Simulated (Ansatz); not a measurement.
Levels about the gap of amorphous silicon nitride (Si45N60) (105 atoms in a cell of 1160 Å³, 3.01 g/cm³; zone centre alone, so wide bands show as single levels with stretches between that a denser mesh fills), at the geometry that PBE relaxed, where it gives 0.1 GPa on a denser mesh. The participation number counts the atoms over which a state spreads; weights are charges in smoothed Voronoi cells. The levels come from a single point, so bond lengths are those of that geometry. Method of the levels: r2SCAN, scalar-relativistic without spin-orbit coupling (Ansatz, a first-principles code). Sampling: the zone centre alone; Fermi-Dirac width 0.01 eV; collinear spin, started from moments on atoms (the moments died out). At PBE the levels at both edges of the gap are localised (band-tail or defect states), and the nearest spread-out levels lie 3.2 eV apart at the zone centre.

A CHGNet melt-quench gave the starting glass, which DFT then relaxed. N atoms were pushed apart under 1.9 Å during the dynamics, to hinder bonds among them. The hot cell started wider than the set density and was brought back towards it in steps. It is the lowest in DFT energy of 2 quenches. It is a model cell: composition and starting density were chosen by hand, and all elements were melted together. No dispersion term was used. Its density started from a set value of 3.05 and ended at 3.01 g/cm³. Cooling (nominally 300 K/ps over its main leg) ran many orders faster than in experiment, which tends to leave more defects and strain. Values belong to this one cell and scatter from quench to quench. Volume and shape were free in the relaxation.

```tsv
E - E(highest filled), eV	filling	spin	participation number	largest on	weight N	weight Si
-0.53	filled	up	10.7	N, 2 neighbours	0.88	0.12
-0.44	filled	dn	16.6	N, 2 neighbours	0.89	0.11
-0.44	filled	up	16.6	N, 2 neighbours	0.89	0.11
-0.22	filled	dn	6.6	N, 3 neighbours	0.89	0.11
-0.22	filled	up	6.6	N, 3 neighbours	0.89	0.11
0.00	filled	dn	5.1	N, 2 neighbours	0.87	0.13
0.00	filled	up	5.1	N, 2 neighbours	0.87	0.13
2.51	empty	dn	13.2	Si, 4 neighbours	0.47	0.53
2.51	empty	up	13.2	Si, 4 neighbours	0.47	0.53
2.86	empty	dn	54.6	Si, 4 neighbours	0.49	0.51
2.86	empty	up	54.6	Si, 4 neighbours	0.49	0.51
3.47	empty	dn	29.5	Si, 5 neighbours	0.45	0.55
3.47	empty	up	29.5	Si, 5 neighbours	0.45	0.55
3.56	empty	up	39.6	Si, 4 neighbours	0.47	0.53
```

Most localised among these is the filled level at +0.00 eV, on a N atom, which has 2 neighbours (Si 1.65 Å, Si 1.65 Å).
